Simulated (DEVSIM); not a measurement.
Structure: Schottky contact on n-type Si, at 300 K.

Layer 1 from the left is Si, thickness (μm) 1.50, Nd (cm⁻³) 3.9e15, τn (s) 1.9e-5, τp (s) 1.9e-5. Layer 2 from the left is Si, thickness (μm) 3.20, Nd (cm⁻³) 6.6e17, τn (s) 1.9e-5, τp (s) 1.9e-5.

Left contact: Schottky, work function 4.84 eV, emission velocity 3.4e6 cm/s. Right contact: ohmic. Voltage is applied to the left contact. Recombination: SRH at mid-gap, radiative, Auger. Mobility is μmin + (μ − μmin)/(1 + (N/Nref)^α).

The device is made up for the run: typed textbook-type constants, with dimensions and the other settings drawn at random. Values at 300 K.

Si: gap (eV) 1.124, affinity (eV) 4.05, permittivity 11.7, Nc (cm⁻³) 2.86e19, Nv (cm⁻³) 3.1e19, μn (cm²/Vs) 1417, μp (cm²/Vs) 470, μn,min 52, μp,min 45, Nref,n 9.7e16, Nref,p 2.2e17, αn 0.68, αp 0.72, B (cm³/s) 4.7e-15, Cn (cm⁶/s) 2.8e-31, Cp (cm⁶/s) 9.9e-32.

Simulated with DEVSIM: 1D drift-diffusion, Boltzmann statistics, complete ionisation; no tunnelling, impact ionisation, image-force lowering or self-heating. Metal contacts follow the ideal Schottky-Mott rule: no Fermi-level pinning, no interface dipoles.

Dark forward current:

```csv
|V| (V),|J| (A/cm²)
0.05,4.434e-6
0.10,3.489e-5
0.15,0.0002440
0.20,0.001677
0.25,0.01147
0.30,0.07814
0.35,0.5273
0.40,3.456
0.45,20.19
0.50,84.01
0.55,218.5
0.60,410.1
0.65,661.0
0.70,1046
0.75,1726
0.80,2796
```

### Question
Work out the local ideality factor n = ΔV / (kT/q · ln(J2/J1)) between the rows 0.15 and 0.20 V, 0.75 and 0.80 V.

### Answer
kT/q = 25.85 mV. From 0.15 to 0.20 V: ln(0.001677/0.0002440) = 1.928, n = 1.00, near the 1 of diffusion or emission over a barrier. From 0.75 to 0.80 V: ln(2796/1726) = 0.482, n = 4.01.

### Question
Estimate the current at 0.25 V for emission alone, J0 = q v N_band exp(−φB/kT), and read the barrier back from the simulated current.

### Answer
φB = 0.790 eV, N_band = 2.86e19 cm⁻³, J0 = 8.32e-7 A/cm²; J = J0 (exp(qV/kT) − 1) = 0.0132 A/cm². The simulation gives 0.0115 A/cm²; the estimate lies 15 % above. Read backwards, the simulated current gives an apparent barrier of 0.794 eV. The estimate leaves out transport through the depletion region and minority injection.
